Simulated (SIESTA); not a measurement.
A self-consistent single point of the (001) slab of YCu5 (cut from a parent of space group no. 191; 12 atoms in the cell) with SIESTA.

Level of theory: LDA PW92, numerical atomic orbitals DZP, PseudoDojo LDA standard norm-conserving potentials (rewritten from UPF to PSML) run with SIESTA.

```xyz
12
Lattice="4.9877 0.0000 0.0000 -2.4938 4.3195 0.0000 0.0000 0.0000 20.0321" Properties=species:S:1:pos:R:3 pbc="T T T"
Y      0.0000     0.0000     9.0107
Cu     0.0000     2.8796     9.0107
Cu     2.4938     1.4398     9.0107
Cu     2.4938     0.0000     7.0000
Cu     1.2469     2.1597     7.0000
Cu    -1.2469     2.1597     7.0000
Y      0.0000     0.0000    13.0321
Cu     0.0000     2.8796    13.0321
Cu     2.4938     1.4398    13.0321
Cu     2.4938     0.0000    11.0214
Cu     1.2469     2.1597    11.0214
Cu    -1.2469     2.1597    11.0214
```

Reference input (self-consistent single point, DFT, LDA PW92, numerical atomic orbitals DZP, PseudoDojo LDA standard norm-conserving potentials (rewritten from UPF to PSML)): XC.functional = LDA; XC.authors = PW92; potentials = PseudoDojo LDA standard; PAO.BasisSize = DZP; PAO.EnergyShift = 0.01 Ry; MeshCutoff = 300 Ry; kgrid.MonkhorstPack = 4 4 1; OccupationFunction = FD; ElectronicTemperature = 0.1 eV; MaxSCFIterations = 150; SCF.Mixer.Method = Pulay; SCF.Mixer.Weight = 0.1. This run's input differs from it in these lines:

```diff
@@ -38,4 +38,4 @@
 %block kgrid.MonkhorstPack
-    4   0   0  0.0
-    0   4   0  0.0
+   11   0   0  0.0
+    0  11   0  0.0
     0   0   1  0.0
```

The program printed (abridged):

```
        iscf     Eharris(eV)        E_KS(eV)     FreeEng(eV)     dDmax    Ef(eV) dHmax(eV)
   scf:    1   -50417.593128   -52678.042032   -52679.141285  4.208808  2.084349116.042098
   scf:    2   -41109.427300   -49770.724264   -49771.095860  2.324809 -0.582305343.871921
   scf:    3   -52555.557686   -53615.044255   -53615.404854  2.183123 -2.992770 59.184865
   scf:    4   -53666.737010   -53735.784466   -53735.999710  0.458816 -2.799188 21.651075
   scf:    5   -53761.737523   -53753.845840   -53754.062125  0.116819 -3.160077  8.836596
   [... 11 lines left out ...]
   scf:   17   -53760.566284   -53760.566231   -53760.780533  0.000513 -3.303263  0.006652
   scf:   18   -53760.566380   -53760.566306   -53760.780540  0.000365 -3.303130  0.002028
   scf:   19   -53760.566336   -53760.566321   -53760.780540  0.000121 -3.303751  0.001611
   scf:   20   -53760.566316   -53760.566319   -53760.780540  0.000026 -3.303836  0.000664
SCF Convergence by DM+H criterion
max |DM_out - DM_in|         :     0.0000263563
max |H_out - H_in|      (eV) :     0.0006635157
SCF cycle converged after 20 iterations

Using DM_out to compute the final energy and forces

siesta: E_KS(eV) =           -53760.5663

siesta: E_KS - E_eggbox =    -53760.5663

siesta: Atomic forces (eV/Ang):
     1    0.000000   -0.000000   -0.236996
     2    0.000013   -0.000008   -0.220692
     3   -0.000013    0.000008   -0.220692
     4    0.000000    0.000000    0.745493
     5    0.000000   -0.000000    0.745499
     6    0.000000   -0.000000    0.745493
     7    0.000000   -0.000000   -0.612803
     8    0.000010   -0.000005   -0.437832
     9   -0.000010    0.000005   -0.437832
    10   -0.000000    0.000000   -0.026351
    11   -0.000000    0.000000   -0.026350
   [... lines left out ...]
siesta: FreeEng =    -53760.780540
siesta: Cell volume =        431.575045 Ang**3
siesta:         -52.76528521        -39.60832897  kBar
   [... lines left out ...]
     5     0.114515   18.885485  Cu
     6     0.114515   18.885485  Cu
     7    -0.151003   11.151003  Y
     8     0.269596   18.730404  Cu
     9     0.269596   18.730404  Cu
    10    -0.161404   19.161404  Cu
    11    -0.161402   19.161402  Cu
    12    -0.161404   19.161404  Cu
 Total    -0.000000

siesta: Electric dipole (a.u.)  =    0.000000    0.000000    0.248346
siesta: Electric dipole (Debye) =    0.000000    0.000000    0.631233
```

The run converged in 20 iterations. Against the reference run the free energy drops by 13.1 meV/atom and the largest force goes from 0.763 to 0.745 eV/Å.

The starting cell comes from a database of computed structures (which also holds hypothetical and non-ambient phases and stackings), without a prior relaxation at this level. The slab is cut from that crystal, and its faces are unrelaxed. Its lattice was rescaled by up to half a per cent. Spin polarisation is off. Values carry the incompleteness of an atom-centred basis.

Cost on one core of a shared machine: roughly 80 s.
